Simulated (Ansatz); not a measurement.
The reference is W in the bcc (W type) structure (space group Im-3m, No. 229; a = 3.135 Å; relaxed with 0.1 eV smearing). Axes: x, y, z lie along the cube axes.

Level of theory: LDA (Ansatz, a quantum-chemistry and plane-wave program, PAW, scalar-relativistic without spin-orbit coupling).

Before the change:

Shortest interatomic distance: 2.715 Å

The change: compressive biaxial strain of 3.00 % in the plane normal to [001], as in epitaxy on a mismatched substrate; the out-of-plane cell vector and the atoms relax.

Task: Estimate the effect on the shortest interatomic distance.

Result: The shortest interatomic distance drops by 0.029 Å (2.715 Å → 2.686 Å).

Task: Predict the new out-of-plane strain.

Result: The out-of-plane strain comes out as +2.66 %.

Task: How does this affect the in-plane stress?

Result: The mean in-plane stress (compression positive) comes out as +19.5 GPa.

Stability against distortions was not tested. All final runs are without spin polarisation.
